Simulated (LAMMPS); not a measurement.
MD of CeO2 (fluorite) with 8 % of Ce sites Yb at zero pressure, 758 atoms, as a crystal with a mobile species; each row is its own run.

Method: classical MD, Buckingham potential of Lewis and Catlow, J. Phys. C 18, 1149 (1985), first set, used with rigid ions (no shells), PPPM sums, short-range terms cut at 10 Å, modified for these runs by an r^-4 repulsive force inside the short-range force's maximum (LAMMPS).

```
T (K)  D(O) (cm²/s)
-----  ------------
1200        1.00e-6
1500        1.51e-6
2500        5.19e-6
```

Task: Fit an Arrhenius law, ln y = a + b / x, to these rows (x is the first column, y the second) and predict the run at x = 2000.

Result: Least squares gives a = -10.674 and b = -3877. The slope times kB gives an activation energy of 0.33 eV. At x = 2000 the fit predicts 3.33e-6 cm²/s. The run itself gave (3.8 ± 0.3) × 10^-6 cm²/s, so the fit is 13 % low.

Caution: the potential ionic pair potential lewis1985a is fitted to static crystal properties with a polarisable anion, which is rigid here.

Caution: the random arrangement on this lattice is imposed, and need not be a phase that exists in equilibrium.

Caution: a run this short can hold a crystal over, or a liquid under, the potential's own melting point, which these runs don't give.

Errors of D are the spread over four groups of atoms in one short run; a floor of about 5 %, a picked value, is safer.
